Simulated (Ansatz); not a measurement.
Al on the Si site + C vacancy in metastable 2H silicon carbide (start: the Si site; C 1.89 Å away; 96-site cell, 2×2×2 shifted sampling). Method: PBE, PAW (plane waves to 420 eV; Ansatz, an electronic-structure program). Total energies of the localised charge states, counted from that of charge +1, and their image corrections (point charge with alignment); the host's valence-band maximum lies at 9.434 eV on the cells' energy zero and its gap is 2.31 eV.

```json
[
 {"charge": "+1", "moment (μB)": "not spin-polarised", "E − E(first) (eV)": "0.000", "correction (eV)": "0.076"},
 {"charge": "0", "moment (μB)": "1.0", "E − E(first) (eV)": "10.842", "correction (eV)": "0.011"}
]
```

Derive the transition levels above the valence-band maximum and say which of them are thermodynamic.

A level is the Fermi energy at which two charges have equal formation energy: ε(q/q′) = [E(q′) + corr(q′) − E(q) − corr(q)] / (q − q′) − E_VBM.
ε(+1/0) = [(10.842 + 0.011) − (0.000 + 0.076)] / 1 − 9.434 = 1.34 eV
Thermodynamic levels at least 0.1 eV inside the gap: (+1/0) at 1.34 eV. They hold to tenths of an eV in this cell. Only the charges listed were compared. At charge +2 the carrier sat in host band states, shallow at most. The geometries come from one start. Flagged in the runs: a host whose relaxation on this sampling wasn't shown to rest.
